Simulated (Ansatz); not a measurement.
Ru: isotropic strain −0.50 %

Take Ru in the hcp (Mg type) structure (space group P6_3/mmc, No. 194; a = 2.7219 Å, c = 4.2940 Å; relaxed with 0.1 eV smearing) as the base.

Perturbation: the cell is scaled by 0.9950 in all directions, atoms relaxed at fixed cell.

The values are results of PBE/PAW in Ansatz (an electronic-structure program), scalar-relativistic without spin-orbit coupling, not measurements. k-mesh 24×24×14 (Γ-centred); smearing 0.1 eV (Fermi–Dirac).

```csv
quantity,base,changed,shift
volume per atom,13.78 Å³,13.57 Å³,-0.21 Å³
space group,P6_3/mmc (No. 194),P6_3/mmc (No. 194),–
energy relative to the base (free energy F),0 meV/atom,+3.1 meV/atom,+3.1 meV/atom
"pressure (mean of the normal stresses, compression positive)",0.0 GPa,4.9 GPa,+4.9 GPa
band gap,zero,zero,–
```

Final structure:

```xyz
2
Lattice="2.7083 0.0000 0.0000 -1.3542 2.3455 0.0000 0.0000 0.0000 4.2725" Properties=species:S:1:pos:R:3 pbc="T T T"
Ru     1.3542     0.7818     3.2044
Ru     0.0000     1.5636     1.0681
```

No phonon test of stability was made. The final runs are not spin-polarised.
